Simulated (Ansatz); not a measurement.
Consider the following.

```xyz
2
Lattice="3.9133 0.0000 0.0000 0.0000 3.9133 0.0000 1.9567 -1.9567 2.8916" Properties=species:S:1:pos:R:3 pbc="T T T"
Ge     0.0000     0.0000     0.0000
Ge     3.9133     1.9567     1.4458
```

No spin polarisation.

Level of theory: Kohn–Sham DFT with the PBEsol functional, run in Ansatz (a quantum-chemistry and plane-wave program) with PAW and 420 eV plane waves, scalar-relativistic without spin-orbit coupling. k-mesh 14×14×14 (Γ-centred); smearing 0.05 eV (Fermi–Dirac).

Predict the space group and pressure.

Space group: I4_1/amd (No. 141)
Pressure (mean of the normal stresses, compression positive): 2.3 GPa

The cells carry an imposed strain or load. Stability against distortions was not tested. The cell was made from Ge in the diamond structure (space group Fd-3m, No. 227) by this change: biaxial strain −2.50 %, plane normal [001], relaxed out of plane.
